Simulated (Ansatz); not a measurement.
Output of an Ansatz run (abridged):

```
WARN ansatz: RAYON_NUM_THREADS=1 ignored (pool sized by the plan → 1); use --threads N
Pseudopotentials: kind: paw
Pseudopotential: Ca, paw, valence charge 10
Pseudopotential: C, paw, valence charge 4
Crystal: 3 atoms, lattice volume = 48.645 Å³
Basis set: ecut = 420 eV, 951 PW (Γ), exchange–correlation on 60×60×60 points (8 copies of the dense FFT grid, shifted against one another)
Bands: 13, of which v1, the nominal top of the filled ones, is band 9 counted from 1 (8 counted from 0)
Symmetry: 8 space group operations
Space group: I4mm (ITA 107), of the structure as read, at distance tolerance 3.7e-5 Å
k-points: 75 of 729 (time reversal used)
PAW frozen core: Ca, regenerated for the run's functional, and the local potential with it
PAW frozen core: C, regenerated for the run's functional, and the local potential with it
Initial density: superposition of atomic densities (neutral atoms: chi_scale 0, normalization atom), corrected by the library's trained network
Initial wavefunctions: pseudopotential atomic-orbital guess
Eigensolver: davidson
Functional: x = pbesol(κ = 0.804, μ = 0.12345679012345678), c = pbesol(β = 0.046)
SCF iter   1: F=—  HF=-2286.868936 eV  |F-HF|=—  |Δ(HF+E_count)|=         —  Δρ=6.00e-3  dr2=2.17e-2  ethr=1.77e-3  ⟨swp⟩=5.9  Hψ=6178  notcnv=0
all-band conjugate gradients solve this SCF's bands
preconditioner: auto → none
SCF iter   2: F=—  HF=-2286.861997 eV  |F-HF|=—  |Δ(HF+E_count)|=   6.94e-3  Δρ=1.53e-3  dr2=7.42e-4  ethr=1.20e-4  ⟨swp⟩=2.1  Hψ=2134  notcnv=0
SCF iter   3: F=—  HF=-2286.862150 eV  |F-HF|=—  |Δ(HF+E_count)|=   1.53e-4  Δρ=6.36e-4  dr2=1.06e-4  ethr=4.12e-6  ⟨swp⟩=2.2  Hψ=1565  notcnv=0
SCF iter   4: F=—  HF=-2286.862258 eV  |F-HF|=—  |Δ(HF+E_count)|=   1.08e-4  Δρ=1.58e-4  dr2=5.48e-6  ethr=5.91e-7  ⟨swp⟩=2.0  Hψ=1277  notcnv=0
SCF iter   5: F=—  HF=-2286.862266 eV  |F-HF|=—  |Δ(HF+E_count)|=   7.41e-6  Δρ=2.15e-5  dr2=3.19e-7  ethr=3.05e-8  ⟨swp⟩=2.0  Hψ=1348  notcnv=0
SCF iter   6: F=-2286.862266 eV  HF=-2286.862266 eV  |F-HF|=2.76e-10  |Δ(HF+E_count)|=   1.85e-8  Δρ=4.30e-6  dr2=5.29e-9  ethr=5.56e-10  ⟨swp⟩=6.0  Hψ=4901  notcnv=0
SCF 1 converged in 6 iterations: F = -2286.862266 eV  dr2 = 5.29e-9
SCF converged after 6 iterations
Free energy (F): -2286.862266 eV
Harris-Foulkes:  -2286.862266 eV  (|F-HF|=2.76e-10)
Internal energy: -2286.862266 eV  (E = F + TS)
E sigma→0 (E₀):  -2286.862266 eV
Entropy (-TS):   -0.000000 eV (-0.000 meV/atom)
Fermi energy:    5.372200 eV
--- Per-component energies (eV) ---
  E_band       = -154.556124
  E_kinetic    = 448.959375
  E_local      = -964.261583  (includes V_loc(G=0)·N_el)
  E_nonlocal   = 120.573827
  E_hartree    = 301.635373
  E_xc         = -229.002862
  E_vxc        = -285.902171  (∫ρ·V_xc dr)
  E_paw        = -1026.576877  (= ΣΔE_a)
  E_vpaw       = -77.196011  (= ΣTr[D̂ρ^β])
  E_aug_tail   = 0.000009  (compensation charges beyond the density's cutoff)
  E_ewald      = -938.350521
  E_core_change = 0.160995  (= ΣΔE_core)
  E_smearing   = -0.000000  (= −TS)
  E_closure    = -0.000000  (closes the sum)
  Σ components = -2286.862266   (vs F -2286.862266, Δ=0.00e0)
--- Forces (eV/Å), atoms counted from 1 ---
  atom   1  Ca    -0.00000000     0.00000000    -0.21626706
  atom   2  C      0.00000000     0.00000000     0.25414451
  atom   3  C      0.00000000    -0.00000000    -0.03781384
  max |Σ_I F_I| component: 6.36e-5 eV/Å
--- Stress (GPa, compression-positive) ---
       -2.414782      -0.000000      -0.000000
       -0.000000      -2.414782      -0.000000
       -0.000000      -0.000000      -3.087051
  P = ⅓ Tr σ = -2.6389 GPa (-26.389 kbar)
  The stress holds the Pulay correction. Without it, at fixed plane waves, as pw.x and ABINIT print it: P = -2.8460 GPa
--- Band table (eV; the first three rows and the last of 75) ---
  k-point 0: bands = ["-34.1296", "-15.2208", "-15.2208", "-15.1051", "-8.0709", "2.0370", "2.4616", "3.7594", "3.7594", "7.8920", "7.8920", "9.0226", "9.8206"]
  k-point 1: bands = ["-34.1277", "-15.2410", "-15.2296", "-15.1087", "-7.9951", "1.9704", "2.3141", "3.5633", "3.6450", "7.5769", "8.3738", "9.4153", "10.1454"]
  k-point 2: bands = ["-34.1231", "-15.2840", "-15.2520", "-15.1178", "-7.8446", "1.7849", "2.0259", "3.4201", "3.4490", "6.9235", "9.6158", "10.3558", "10.5403"]
  k-point 74: bands = ["-34.1213", "-15.2595", "-15.2428", "-15.2044", "-7.7750", "0.2571", "2.9186", "3.0995", "4.6540", "8.1653", "10.7595", "11.1194", "11.3596"]
```

The structure:

```xyz
3
Lattice="-1.9440 1.9440 3.2181 1.9440 -1.9440 3.2181 1.9440 1.9440 -3.2181" Properties=species:S:1:pos:R:3 pbc="T T T"
Ca     0.0000     0.0000     0.0500
C      0.0000     0.0000     3.8482
C      0.0000     0.0000     2.5881
```

Q: Write an input that gives this output.

A: Other spellings and defaults could give the same log, and not every line can be read from it. The input that was run (DFT, PBEsol, plane waves, default PAW files made with PBE):

Ansatz 0.2 input:
```yaml
# CaC2
crystal:
  lattice:
    - [-1.94397100, 1.94397100, 3.21812100]
    - [1.94397100, -1.94397100, 3.21812100]
    - [1.94397100, 1.94397100, -3.21812100]
  atoms:
    - { symbol: Ca, position: [0.00776900, 0.00776900, 0.00000000] }
    - { symbol: C, position: [0.59789000, 0.59789000, 0.00000000] }
    - { symbol: C, position: [0.40211000, 0.40211000, 0.00000000] }
basis:
  ecutwfc: 420.0 eV
kpoints:
  mp_grid:
    grid: [9, 9, 9]
hamiltonian:
  xc: pbesol
  pseudopotentials:
    kind: paw
scf:
  occupations:
    method: fermi_dirac
    width: 0.05 eV
output:
  forces: true
  eigenvalues: true
  stress: true
```

The starting cell comes from a database of computed structures (which also holds hypothetical and non-ambient phases and stackings), without a prior relaxation at this level. Its lattice was rescaled by up to half a per cent. One atom was moved a little off its site on purpose. Ansatz's pressure includes its estimate of the finite-basis (Pulay) stress.

Ansatz is a program for electronic structure.
